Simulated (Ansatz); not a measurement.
## MgO with two functionals, pressure 7.5 GPa

Start from MgO in the rock salt structure (space group Fm-3m, No. 225; a = 4.254 Å).

(Cell as relaxed with PBE.)

Levels (all Ansatz, a first-principles code, PAW): PBE (420 eV, no spin-orbit coupling); PBEsol (420 eV, scalar-relativistic without spin-orbit coupling).

Each level relaxes its own structure.

| base | PBE | PBEsol |
|---|---|---|
| volume per atom | 9.62 Å³ | 9.35 Å³ |
| lattice parameter a | 4.254 Å | 4.214 Å |
| band gap | 4.46 eV | 4.62 eV |

One thing is altered: cell and atoms relaxed at a pressure of 7.5 GPa.

| quantity | PBE | PBEsol |
|---|---|---|
| mean gap deformation potential ΔEg/Δln V | -9.6 eV | [?] |
| lattice parameter a | 4.189 Å | [?] |
| hole mass (degenerate bands, along [100]) | 0.40, 2.1, 2.1 mₑ (at Γ) | [?] |
| electron mass | 0.35 mₑ (at Γ) | [?] |

Question: Given the PBE results, estimate those of PBEsol.

Answer: 
- mean gap deformation potential ΔEg/Δln V, PBEsol: -9.9 eV
- lattice parameter a, PBEsol: 4.153 Å
- hole mass (degenerate bands, along [100]), PBEsol: 0.39, 2.0, 2.0 mₑ (at Γ)
- electron mass, PBEsol: 0.36 mₑ (at Γ)

PBE's lattice parameter a lies 0.036 Å above PBEsol's (0.9 %). Neither level is exact; PBEsol is the comparison here, not a measurement.

Load acts through the strain it causes; cell and atoms are relaxed under it. Effective masses come from finite differences of ±0.01 Å⁻¹. No phonon test of stability was made. Competing high-pressure phases were not computed. The base started in P3_121 and relaxed to Fm-3m at this level.
